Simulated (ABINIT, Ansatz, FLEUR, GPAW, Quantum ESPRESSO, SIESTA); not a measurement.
**One structure in several programs: ZrNbCN (R3m, 4 atoms in the cell)**

Self-consistent single point.

```yaml
crystal:
  lattice:
    - [1.60271, 0.92533, 5.26529]
    - [-1.60271, 0.92533, 5.26529]
    - [0.00000, -1.85065, 5.26529]
  atoms:
    - { symbol: Zr, position: [0.25235, 0.25235, 0.25235] }
    - { symbol: Nb, position: [0.74678, 0.74678, 0.74678] }
    - { symbol: C, position: [0.00328, 0.00328, 0.00328] }
    - { symbol: N, position: [0.49759, 0.49759, 0.49759] }
```

All programs got the same cell, k-point mesh and kind of occupations (in Ansatz's words: kpoints.mp_grid.grid = 11 11 11; scf.occupations.method = fermi_dirac; scf.occupations.width = 0.1 eV); potentials, basis and cutoffs are each program's usual ones.

```tsv
code	model	pressure (GPa)	largest force (eV/Å)	k-points	cutoff
Quantum ESPRESSO	LDA (PZ), GBRV 1.5 ultrasoft (LDA) pseudopotentials	-10.26	0.246	146	40 Ry
Ansatz	LDA (PW92), PAW files made with PBE	-10.35	0.251	146	default
FLEUR	LDA (Vosko-Wilk-Nusair), all-electron FLAPW (FLEUR), scalar-relativistic valence	–	0.252	146	Kmax 4.4 1/bohr
GPAW	LDA (Perdew-Wang 92), GPAW PAW datasets LDA (gpaw-data 1.0.1)	–	0.221	146	900 eV
ABINIT	LDA (PW92), PAW (JTH v2.0 LDA PAW)	-10.56	0.252	146	26 Ha
SIESTA	LDA PW92, numerical atomic orbitals DZP, PseudoDojo LDA standard norm-conserving potentials (rewritten from UPF to PSML)	-8.36	0.258	666	grid 400 Ry
```

Size of the force on each atom (eV/Å): Sizes of forces hide their directions.

```csv
code,Zr1,Nb2,C3,N4
Quantum ESPRESSO,0.205,0.246,0.026,0.067
Ansatz,0.210,0.251,0.027,0.068
FLEUR,0.211,0.252,0.023,0.064
GPAW,0.193,0.221,0.039,0.066
ABINIT,0.210,0.252,0.030,0.072
SIESTA,0.233,0.258,0.021,0.007
```

A dash marks a value that a program does not give, or that is left out as unsure.

The spread over the programs that give each value: pressure within 2.20 GPa; largest force within 0.037 eV/Å.

The starting cell comes from a database of computed structures (which also holds hypothetical and non-ambient phases and stackings), without a prior relaxation at this level. Its lattice was rescaled by a random factor within 2.5 % of one. On Ansatz's run: Spin polarisation is off. In the base run, with a pressure of about -10 GPa the cell is away from its equilibrium volume at this level.

Q: Why do the programs differ, and what cannot be compared?

A: Differences of this kind can come from the potentials, where these differ, and from what each basis and cutoff leave unconverged. The zero of total energies and Fermi levels follows the potentials and each program's conventions, so they are not compared here. SIESTA uses small atom-centred bases, whose incompleteness enters pressures, forces and empty levels differently from a plane-wave cutoff. FLEUR treats all electrons, but the usual bases taken here (sphere radii, linearisation, local orbitals, empty states) were not tested for convergence, so the values are no reference for the others. Ansatz's pressure is given at a fixed set of plane waves, as the other plane-wave codes print theirs; with its correction for the finite basis it is -10.12 GPa (the shift of 0.24 GPa shows how far the cutoff is from converged). The pressure of GPAW is left out: its cutoff lies under the one at which its stress was checked. The same LDA comes in different parametrisations, which differ slightly. The programs reduce the same mesh by symmetry to different extents, which changes the work and not the result. In the pressure, SIESTA (by 1.99) lies more than 1 GPa from the median of the plane-wave programs.

Ansatz is a program for electronic structure.

Keys are those of Ansatz 0.2.
